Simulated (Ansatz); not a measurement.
The parent structure is Au in the fcc (Cu type) structure (space group Fm-3m, No. 225; a = 4.125 Å; relaxed with 0.1 eV smearing).

All numbers come from DFT with r2SCAN, PAW potentials and a 500 eV plane-wave cutoff in Ansatz (an electronic-structure program), no SOC.

Strains are applied to the cell and any free atomic positions relax.

One change was made to it. Results:

The energy rises by 7.2 meV/atom; the pressure goes from zero to -4.2 GPa.

### Question
Which change produced these results?
A. isotropic strain +1.00 %
B. isotropic strain +1.50 %
C. isotropic strain +2.50 %
D. isotropic strain +0.50 %
E. isotropic strain +3.00 %

### Answer
A, isotropic strain +1.00 %. For comparison, the energy relative to the base in the other runs: isotropic strain +0.50 % gives +1.8 meV/atom; isotropic strain +1.50 % gives +16 meV/atom; isotropic strain +2.50 % gives +42 meV/atom; isotropic strain +3.00 % gives +59 meV/atom.

No phonon test of stability was made.
